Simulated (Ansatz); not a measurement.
Consider FeS2 (space group Pnnm, No. 58; a = 4.3675 Å, b = 5.3332 Å, c = 3.3445 Å; non-magnetic). Axes: x, y, z lie along a, b, c of the conventional cell.

Method: PBEsol (Ansatz, a quantum-chemistry and plane-wave program, PAW, scalar-relativistic without spin-orbit coupling), earlier PAW set.

For the base:

* **Band gap**: 0.91 eV

Perturbation: tensile biaxial strain of 3.21 % in the plane normal to [001], as in epitaxy on a mismatched substrate; the out-of-plane cell vector and the atoms relax.

Estimate the effect on the out-of-plane strain.

The out-of-plane strain amounts to -1.59 %.

What does the calculation give for the in-plane stress after the change?

The mean in-plane stress (compression positive) comes out as -10.5 GPa.

What happens to the band gap?

The band gap falls by 0.28 eV (0.91 eV → 0.63 eV).

No phonon test of stability was made. Seeded moments were not kept for the base. All final runs are without spin polarisation.
